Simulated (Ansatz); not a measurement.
Defect migration in bcc W: interstitial N, neutral cell. The step: a concerted move, in which N travels most; the atom moves 1.59 Å along (0.00, 0.00, -0.50) of the unit cell; the moving atom starts with neighbours 2 W at 1.92, 4 W at 2.22 Å and ends with 2 W at 1.92, 4 W at 2.22 Å. A PBE band in Ansatz (plane-wave PAW, a 2×2×3 k-point mesh shifted by half a step, 36 host sites, 32 SCF runs with any check of the saddle's order, static, no finite-size correction) gives a forward barrier of 0.65 eV. The saddle point's order was not checked, and it lies on a symmetry element of the cell, where a band can be held. Sites that were not tried may lie lower.

Single points at the band's start and saddle point can refine it. Rough cost of one point, in units of the band's mean SCF on the same machine:

```json
[
 {"Level": "PBE, a 3×3×5 k-point mesh shifted by half a step", "Cost of one point": "about 4"},
 {"Level": "r2SCAN at 500 eV, a 2×2×3 k-point mesh shifted by half a step", "Cost of one point": "about 2"}
]
```

### Question
Which of these move the barrier by more than 0.1 eV, and how far does each move it?

### Answer
Not one does. PBE, a 3×3×5 k-point mesh shifted by half a step: +0.03 eV; r2SCAN at 500 eV, a 2×2×3 k-point mesh shifted by half a step: +0.07 eV. Each functional is compared with PBE at the same k-points.

Ansatz is a first-principles code.
